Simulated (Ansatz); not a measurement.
O on the 1x1 (100) surface of fcc Cu, one in a 2x2 cell: adsorption energies (eV for each) against ½ O2(g) in Ansatz (plane waves, PAW). Structures relaxed with PBE; the other functionals are single points on them, with slab and gas at the same level. No dispersion, zero-point or thermal terms. Rows are starts at which the adsorbate stayed.

Model: 17-atom slab, 5.3 Å thick at the start under the adsorbate (thin: gaps and levels are the slab's own), 6x6x1 mesh, Fermi-Dirac 0.1 eV, dipole correction, 8 atoms held, the rest relaxed; each run with such symmetry as its start has; spin-polarised, no spin-orbit, no U, no dispersion correction.

```tsv
site	PBE	RPBE	r2SCAN
top Cu	0.12	0.23	0.10
hollow Cu-Cu-Cu-Cu over Cu at depth 1.8 Å	-1.93	-1.66	-2.27
bridge Cu-Cu (span 2.6 Å)	-1.14	-0.92	-1.32
```

RPBE moves the energies by 0.20 eV on average against PBE and puts 'hollow Cu-Cu-Cu-Cu over Cu at depth 1.8 Å' lowest, as PBE does. r2SCAN moves the energies by -0.18 eV on average against PBE and puts 'hollow Cu-Cu-Cu-Cu over Cu at depth 1.8 Å' lowest, as PBE does.

Ansatz is a quantum-chemistry and plane-wave program.
